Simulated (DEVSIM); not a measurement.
# abrupt GaAs p-n junction

Device: abrupt GaAs p-n junction, at 300 K.

```tsv
layer (left to right)	material	thickness (μm)	Nd (cm⁻³)	Na (cm⁻³)	τn (s)	τp (s)
1	GaAs	53.0	-	1.5e15	3.8e-9	3.8e-9
2	GaAs	25.0	3.8e16	-	3.8e-9	3.8e-9
```

Left contact: ohmic. Right contact: ohmic. Voltage is applied to the left contact. Recombination: SRH at mid-gap, Auger. Mobility is μmin + (μ − μmin)/(1 + (N/Nref)^α).

Constants are typed, rounded textbook-type inputs, not results; the design itself was drawn at random and stands for no fabricated device. Values at 300 K.

| parameter | GaAs |
|---|---|
| gap (eV) | 1.424 |
| affinity (eV) | 4.07 |
| permittivity | 12.9 |
| Nc (cm⁻³) | 4.7e17 |
| Nv (cm⁻³) | 9e18 |
| μn (cm²/Vs) | 8500 |
| μp (cm²/Vs) | 400 |
| μn,min | 500 |
| μp,min | 20 |
| Nref,n | 6e16 |
| Nref,p | 1.5e17 |
| αn | 0.39 |
| αp | 0.38 |
| Cn (cm⁶/s) | 1e-30 |
| Cp (cm⁶/s) | 1e-30 |

DEVSIM, 1D drift-diffusion, Boltzmann statistics, complete ionisation; no tunnelling, impact ionisation, image-force lowering or self-heating.

```
Property                                           Result
---------------------------------------------  ----------
Potential step across the device at zero bias     1.134 V
Largest field in the device at zero bias       21000 V/cm
Dark forward voltage at 1 A/cm²                   0.998 V
```

Small-signal capacitance in reverse bias (quasi-static):

| V (V) | C (nF/cm²) |
|---|---|
| -0.2 | 10.2 |
| -0.5 | 9.14 |
| -1 | 7.96 |
| -1.5 | 7.15 |
| -2 | 6.55 |
| -3 | 5.69 |
| -4 | 5.10 |
| -5 | 4.66 |
| -6.5 | 4.17 |
| -8 | 3.81 |
| -10 | 3.45 |

Dark reverse current:

```
V (V)   J (A/cm²)
------  ---------
-0.20    -7.1e-10
-0.50     -1.5e-9
-1.00     -2.5e-9
-1.50     -3.4e-9
-2.00     -4.1e-9
-3.00     -5.5e-9
-4.00     -6.6e-9
-5.00     -7.6e-9
-6.50     -9.0e-9
-8.00     -1.0e-8
-10.00    -1.2e-8
```
